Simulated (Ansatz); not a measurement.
The starting structures come from a database of crystals and need not be the phases stable at ambient conditions.

 Where the default PAW files enter, the runs use the earlier of Ansatz's two default sets.

Consider the following.

```
CELL_PARAMETERS angstrom
      6.47493     0.00000     0.00000
      2.18794     6.09407     0.00000
      2.14350    -3.04704     3.72546
ATOMIC_POSITIONS crystal
  Zn 0.00000 0.00000 0.00000
  Cu 0.75000 0.75000 0.50000
  Cu 0.25000 0.25000 0.50000
  Ge 0.50000 0.50000 0.00000
  S  0.12988 0.61542 0.48554
  S  0.87012 0.38458 0.00000
  S  0.61542 0.12988 0.51446
  S  0.38458 0.87012 0.00000
```

Space group of this cell: I-42m. The cell is taken as given; by PBEsol its mean pressure is -0.8 GPa.

All values below come from PBEsol (plane waves, PAW; Ansatz, an electronic-structure program).

The current runs along the normal of the first two printed vectors; no spin-orbit coupling. Scaled by the factor s: both lengths across the current (ions clamped). Meshes 8×8×8 and 6×6 across the current in all rows.

```csv
s,mean pressure (GPa),band gap (eV)
0.98,3.0,0.55
1.00,-0.8,0.42
1.02,-3.7,?
```

**Question.** Take the slope of the band gap against ln s from the two given rows, extrapolate to s = 1.02, and say what the run there gives.

**Answer.** Slope = (0.55 − 0.42) / ln 0.98 = -6.43 eV. The line gives 0.42 + (-6.43) × ln 1.02 = 0.29 eV. The run gives 0.20 eV, 0.09 eV under the line, 73 % of the predicted step.
